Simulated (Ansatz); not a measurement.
Consider a periodic stack without vacuum, rock-salt TiC (1 1 0) on alpha cristobalite (1 0 0), 1 Al on Ti sites at each interface (film strained to the substrate, faces as cut): substrate slab Si12O24, film C18Ti16Al2, surface cells [[0, 1], [-1, 0]] and [[-1, 2], [-1, -1]], film strained by -5.4 and -4.2 %, faces O/O and CTi/CTi as cut (like faces can put a slab off its formula). Its start:

```
CELL_PARAMETERS angstrom
      7.09880     0.00000    -0.07462
      0.00000     5.08305    -0.02223
     -2.64129    -1.38501    25.87642
ATOMIC_POSITIONS crystal
  Si 0.75773 0.80378 0.16971
  Si 0.22509 0.15607 0.05307
  Si 0.51164 0.29860 0.14582
  Si 0.00755 0.70121 0.07944
  O  0.90918 0.69173 0.13176
  O  0.57862 0.60184 0.16130
  O  0.43219 0.26894 0.08375
  O  0.69019 0.09833 0.15520
  O  0.18515 0.90834 0.08886
  O  0.86906 0.82502 0.03156
  O  0.08031 0.40502 0.06508
  O  0.35355 0.23712 0.18432
  Si 0.85375 0.86868 0.36227
  Si 0.30230 0.25386 0.24392
  Si 0.59555 0.36377 0.34265
  Si 0.05949 0.75983 0.26457
  O  0.01491 0.78818 0.32448
  O  0.67729 0.66216 0.35343
  O  0.49073 0.32982 0.28368
  O  0.77194 0.16041 0.35064
  O  0.22515 0.96602 0.25571
  O  0.86162 0.81402 0.22852
  O  0.13373 0.46548 0.25037
  O  0.44185 0.31580 0.38301
  Si 0.94004 0.94116 0.55620
  Si 0.38365 0.30484 0.44130
  Si 0.68476 0.43312 0.53971
  Si 0.14575 0.81029 0.45925
  O  0.10681 0.85958 0.51966
  O  0.76124 0.73816 0.54119
  O  0.56398 0.38067 0.48319
  O  0.86985 0.23648 0.54138
  O  0.31646 0.00540 0.44865
  O  0.95272 0.86820 0.42178
  O  0.20962 0.50639 0.44911
  O  0.56319 0.38239 0.58715
  C  0.05610 0.40971 0.66380
  C  0.39062 0.09037 0.66487
  C  0.73441 0.77089 0.66552
  C  0.74667 0.27999 0.72498
  C  0.08868 0.93711 0.72613
  C  0.41801 0.60824 0.72316
  C  0.77715 0.79373 0.78762
  C  0.11119 0.45992 0.78793
  C  0.44478 0.12741 0.78823
  C  0.46826 0.64656 0.84929
  C  0.80404 0.31010 0.84875
  C  0.13569 0.97927 0.84943
  C  0.50041 0.15683 0.91128
  C  0.83081 0.82945 0.91298
  C  0.15924 0.50254 0.91079
  C  0.20214 0.04604 0.98318
  C  0.51235 0.67724 0.97062
  C  0.84939 0.34450 0.96951
  Ti 0.91456 0.60536 0.72340
  Ti 0.25083 0.27634 0.72379
  Ti 0.58530 0.94371 0.72306
  Al 0.89421 0.09305 0.66917
  Ti 0.22301 0.75754 0.66841
  Ti 0.56452 0.42512 0.65931
  Ti 0.63814 0.97707 0.84927
  Ti 0.96824 0.64473 0.84868
  Ti 0.30224 0.31274 0.84899
  Ti 0.60903 0.46061 0.78669
  Ti 0.94385 0.12635 0.78703
  Ti 0.27886 0.79438 0.78854
  Al 0.35734 0.35299 0.96509
  Ti 0.69447 0.99267 0.97476
  Ti 0.01186 0.67694 0.97054
  Ti 0.32952 0.83559 0.91389
  Ti 0.66000 0.49090 0.91141
  Ti 0.99899 0.16447 0.91283
```

The start was prepared with a machine-learned potential, and the result is one local minimum, with the in-plane cell held and forces under 0.04 eV/Å; the film can end far from its bulk form.

Method: PBE (plane waves to 420 eV, PAW; Ansatz, a first-principles code). Scalar-relativistic, without spin–orbit coupling; the runs are not spin-polarised; PBE gaps are too small against experiment. Its k-point mesh 4×5×1, Fermi–Dirac width 0.05 eV.

Question: Predict the relaxed interface.

Answer: 
```
Property                                                                                   Result
--------------------------------------------------------------------------------  ---------------
interface area                                                                            36.1 Å²
period                                                                                    25.08 Å
gaps between the outermost planes at the two interfaces                           0.50 and 1.07 Å
O–Ti contacts across the interfaces within 1.22 times the sum of covalent radii    4, mean 2.15 Å
C–Si contacts across the interfaces within 1.22 times the sum of covalent radii    2, mean 1.87 Å
Si–Ti contacts across the interfaces within 1.22 times the sum of covalent radii   1, mean 2.83 Å
Al–O contacts across the interfaces within 1.22 times the sum of covalent radii    1, mean 1.87 Å
```
